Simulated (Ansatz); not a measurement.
# Several settings converged on SrNi2As2 (I4mm, 5 atoms in the cell)

```xyz
5
Lattice="-2.0468 2.0468 5.5231 2.0468 -2.0468 5.5231 2.0468 2.0468 -5.5231" Properties=species:S:1:pos:R:3 pbc="T T T"
Sr     0.0000     0.0000     0.0500
Ni     0.0000     2.0468     2.7615
Ni     2.0468     0.0000     2.7615
As     0.0000     0.0000     7.1278
As     0.0000     0.0000     3.9184
```

Base method: LDA (PW92), default PAW files made with PBE (plane waves; Ansatz, a program for electronic structure).

Base settings: basis.ecutwfc = 420 eV; kpoints.mp_grid.grid = 9 9 9; hamiltonian.xc = lda; hamiltonian.pseudopotentials = {kind: paw} (the program's default PAW files); scf.occupations.method = fermi_dirac; scf.occupations.width = 0.1 eV.

The count of work is k-points × plane waves × bands × iterations; it is no time. Core times come from one kind of shared machine, to one figure; runs under 30 s give none.

**The k-point mesh**

The second cell is the first with its lattice scaled by 0.98.

Only quantities that move along the ladder and can be compared are tabulated.

| kpoints.mp_grid.grid | free energy less the last step's (meV/atom) | energy of the compressed cell less the first (meV/atom) | pressure (GPa) | largest difference of a force vector from the last step's (eV/Å) | count of work / last | core time / last (rough) |
|---|---|---|---|---|---|---|
| 2 2 2 | 89.04 | -27.32 | -6.63 | 0.367 | 0.012 | – |
| 4 4 4 | -7.12 | -26.93 | -6.61 | 0.012 | 0.040 | – |
| 6 6 6 | 3.26 | -26.08 | -6.48 | 0.018 | 0.10 | – |
| 8 8 8 | -0.54 | -26.40 | -6.53 | 0.010 | 0.20 | – |
| 9 9 9 | -0.18 | -26.44 | -6.53 | 0.003 | 0.26 | 0.3 |
| 11 11 11 | 0.04 | -26.41 | -6.53 | 0.003 | 0.44 | 0.5 |
| 15 15 15 | 0.00 | -26.42 | -6.53 | 0.000 | 1.0 | 1 |

Coarsest kpoints.mp_grid.grid that holds the forces within 0.02 eV/Å of the last step, with all finer ones: 4 4 4, at 0.040 of the last step's count of work; the step before is off by 0.37 eV/Å.

Coarsest kpoints.mp_grid.grid that holds the energy of the compressed cell less the first within 0.2 meV/atom of the last step, with all finer ones: 8 8 8, at 0.20 of the last step's count of work; the step before is off by 0.34 meV/atom.

Coarsest kpoints.mp_grid.grid that holds the pressure within 0.05 GPa of the last step, with all finer ones: 8 8 8, at 0.20 of the last step's count of work; the step before is off by 0.05 GPa.

The energy difference between the two cells stays within 1 meV/atom of the last step's from 2 2 2 on, the total only from 8 8 8 on: much of the error is common to both cells and cancels.

**The k-point mesh at a smearing width of 0.02 eV**

In this ladder: scf.occupations.width = 0.02 eV.

Only quantities that move along the ladder and can be compared are tabulated.

| kpoints.mp_grid.grid | free energy less the last step's (meV/atom) | pressure (GPa) | largest difference of a force vector from the last step's (eV/Å) | count of work / last | core time / last (rough) |
|---|---|---|---|---|---|
| 4 4 4 | -9.44 | -6.72 | 0.025 | 0.016 | – |
| 5 5 5 | 10.73 | -6.52 | 0.014 | 0.022 | – |
| 6 6 6 | 6.54 | -6.55 | 0.016 | 0.036 | – |
| 9 9 9 | -0.11 | -6.63 | 0.006 | 0.090 | 0.09 |
| 12 12 12 | 0.63 | -6.61 | 0.005 | 0.20 | 0.2 |
| 18 18 18 | 0.23 | -6.62 | 0.005 | 0.58 | 0.6 |
| 22 22 22 | 0.00 | -6.63 | 0.000 | 1.0 | 1 |

Coarsest kpoints.mp_grid.grid that holds the free energy within 5 meV/atom of the last step, with all finer ones: 9 9 9, at 0.090 of the last step's count of work and about 0.09 of the last step's time; the step before is off by 6.5 meV/atom.

Coarsest kpoints.mp_grid.grid that holds the pressure within 0.05 GPa of the last step, with all finer ones: 9 9 9, at 0.090 of the last step's count of work and about 0.09 of the last step's time; the step before is off by 0.08 GPa.

**The k-point mesh at a smearing width of 0.3 eV**

In this ladder: scf.occupations.width = 0.3 eV.

Only quantities that move along the ladder and can be compared are tabulated.

| kpoints.mp_grid.grid | free energy less the last step's (meV/atom) | pressure (GPa) | count of work / last | core time / last (rough) |
|---|---|---|---|---|
| 4 4 4 | -2.75 | -5.83 | 0.027 | – |
| 5 5 5 | 0.73 | -5.71 | 0.037 | – |
| 6 6 6 | 0.45 | -5.74 | 0.062 | – |
| 9 9 9 | 0.00 | -5.76 | 0.16 | 0.2 |
| 12 12 12 | 0.00 | -5.76 | 0.34 | 0.3 |
| 18 18 18 | 0.00 | -5.76 | 1.0 | 1 |

Coarsest kpoints.mp_grid.grid that holds the free energy within 0.5 meV/atom of the last step, with all finer ones: 6 6 6, at 0.062 of the last step's count of work; the step before is off by 0.73 meV/atom.

On the base run: the starting cell comes from a database of computed structures (which also holds hypothetical and non-ambient phases and stackings), without a prior relaxation at this level. Its lattice was rescaled by up to half a per cent. One atom was moved a little off its site on purpose. Spin polarisation is off, so a magnetic state, if there is one, cannot be reached. In the base run, with a pressure of about -7 GPa the cell is away from its equilibrium volume at this level. Ansatz's pressure includes its estimate of the finite-basis (Pulay) stress.

Keys are those of Ansatz 0.2.
